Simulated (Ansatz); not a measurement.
Base system: V$_{3}$Si in the A15 (Cr3Si type) structure (space group Pm-3n, No. 223).

```
CELL_PARAMETERS angstrom
      4.64951     0.00000     0.00000
      0.00000     4.64951     0.00000
      0.00000     0.00000     4.64951
ATOMIC_POSITIONS crystal
  V  0.25000 0.00000 0.50000
  V  0.75000 0.00000 0.50000
  V  0.00000 0.50000 0.25000
  V  0.00000 0.50000 0.75000
  V  0.50000 0.25000 0.00000
  V  0.50000 0.75000 0.00000
  Si 0.00000 0.00000 0.00000
  Si 0.50000 0.50000 0.50000
```

Cartesian axes are those of the cell as printed.

Calculations: Ansatz (a program for electronic structure) PBEsol, no spin-orbit coupling.

For the base:

- Shortest interatomic distance = 2.325 Å

The change: the cell is compressed by 1.10 % along z with no lateral relaxation; the atoms relax in the strained cell.

Task: Estimate the effect on the energy relative to the base.

Result: The energy goes up by 1.2 meV/atom.

Task: Estimate the effect on the shortest interatomic distance.

Result: The shortest interatomic distance shrinks by 0.0293 Å to 2.295 Å.

Task: What does the calculation give for the largest internal atomic displacement after the change?

Result: The largest internal atomic displacement amounts to 0.015 Å.

Without a gap, meshes like the base's 10×10×10 leave anisotropic stresses uncertain by several tenths of a GPa, and small strain energies with them. Stability against distortions was not tested. Seeded moments were not kept for the base. All final runs are without spin polarisation.
